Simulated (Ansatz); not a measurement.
AgInTe2: transverse stress against strain

AgInTe2 (chalcopyrite, I-42d, 31.884 Å³/atom and stress up to 0.01 GPa in the relaxed cell, c along z) under a strain ε along c (axis z), the other axes held. LDA in Ansatz, a plane-wave DFT program (PAW, default set), 420 eV, 7×7×7 Γ-centred mesh, Fermi-Dirac smearing 0.05 eV; ions are relaxed, or left where forces stay under 0.02 eV/Å, within the symmetry of each cell. Stress is positive for a compressed cell.

Here s stands for strain and y for stress xx.

| strain (%) | stress xx (GPa) |
|---|---|
| -1.50 | 0.68 |
| -0.75 | 0.33 |
| 0.00 | -0.01 |
| 0.75 | -0.32 |
| 1.50 | -0.62 |
| 3.00 | ? |

Task: Fit y against s with a straight line, and predict the withheld value at s = 3.00.

Result: Means: s 0, y 0.012. About the means, the sum of products is -2.4375 and the sum of squares of s is 5.6250; the slope is their ratio. Least squares gives y = 0.012 - 0.4333·s. Residuals (row less fit): 0.018, -0.007, -0.022, -0.007, 0.018; standard error 0.020 (degrees of freedom: 3). The slope gives the elastic constant C13 = 43.3 ± 0.9 GPa (± standard error of the fit, which holds the terms cut off). At the withheld row, y = 0.012 - 0.4333 × 3.00 = -1.288 GPa. The calculation gives -1.18 GPa, 0.108 GPa above the prediction (5.8 % of the range of y in the table). The row lies outside the fitted rows, so this is an extrapolation. From the scatter of the fitted rows alone, a prediction at this place has a standard error of 0.034 GPa, so the miss is 3.2 times that.

A polynomial of degree 2 through the 8 other runs of the series gives -1.17 there, so most of the miss is curvature that the fit leaves out. This level leaves no gap over 0.05 eV at strain -0.75, 0.00, 0.75, 1.50, 3.00 %. The start is a measured cell from the literature; how it stands against other phases or cation orders wasn't checked. Spin-orbit coupling is left out, which can shift these values for the heavy elements here. Rows are the converged runs of the series near zero and its far end; series whose fitted rows scatter by over a few per cent of the range, as at a crossing or softening among them, aren't shown in this form, nor equations of state whose B0' disagrees with the runs' pressures. Most that stay on the fit to the last digits aren't either.
